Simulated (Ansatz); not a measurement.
## BAs (model structure, started from the CdTe type, P6₄22, No. 181, 6 atoms in the cell)

Level of theory: PBEsol (plane waves, PAW; Ansatz, a first-principles code).

Numerical settings: plane-wave cutoff 520 eV, 18×18×8 k mesh (along the axes of the cell as run), Fermi–Dirac smearing 0.05 eV, scalar-relativistic PAW data made under PBE.

Cell (relaxed with PBEsol):

```cif
data_As3B3
_chemical_formula_sum 'B3 As3'
_space_group_name_H-M_alt 'P 1'
_space_group_IT_number 1
_cell_length_a 3.42898
_cell_length_b 3.42898
_cell_length_c 7.40315
_cell_angle_alpha 90.000
_cell_angle_beta 90.000
_cell_angle_gamma 120.000
loop_
_space_group_symop_operation_xyz
  'x, y, z'
loop_
_atom_site_label
_atom_site_type_symbol
_atom_site_fract_x
_atom_site_fract_y
_atom_site_fract_z
_atom_site_occupancy
B1 B 0.00000 0.50000 0.66667 1
B2 B 0.50000 0.50000 0.00000 1
B3 B 0.50000 0.00000 0.33333 1
As1 As 0.00000 0.50000 0.16667 1
As2 As 0.50000 0.50000 0.50000 1
As3 As 0.50000 0.00000 0.83333 1
```

For BAs (model structure, started from the CdTe type, P6₄22, No. 181, 6 atoms in the cell), the band gap comes out as 0.31 eV (on the SCF k mesh).

Note: the relaxation could raise the start's symmetry but not lower it, so the cell can be a saddle point.

Spin–orbit coupling is not included.

The result took very roughly 40 core-seconds.

A model structure was made by putting elements into a prototype or built by hand; it is no filed structure, need not be a known phase, and can be a saddle point held by its symmetry.
